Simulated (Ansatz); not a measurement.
Cost and result by functional for the surface energy of the (110) surface of bcc V in its 1x1 cell, outermost plane spacing 2.12 Å in the ideal cut, in Ansatz (plane waves, PAW). Single points on the PBE structure, on one kind of machine; costs are rough ratios of the slab run's core time (references not counted) to the cheapest single point. r2SCAN's cost holds its higher cutoff (500 against 420 eV). Differences are taken against r2SCAN for comparison alone: no measured value is at hand, so the table doesn't rank accuracy.

Set-up: 6 atoms, 10.6 Å thick at the start; mesh 15x15x1; 0.1 eV smearing; dipole correction on; all atoms relaxed; start symmetry kept, larger cells not searched; no spin, no spin-orbit, no U. These notes are the PBE run's.

```
functional                     relative cost  surface energy (J/m²)  less r2SCAN (J/m²)
-----------------------------  -------------  ---------------------  ------------------
RPBE                                       1                   2.28               -0.38
PBEsol                                     1                   2.68                0.02
LDA                                        1                   2.75                0.09
r2SCAN                                     2                   2.66                0.00
PBE (the relaxed run's value)              –                   2.44               -0.22
```

The values span 0.47 J/m², while the single points' costs differ by a factor of roughly 2. Differences are of unrounded values.

Ansatz is a first-principles code.
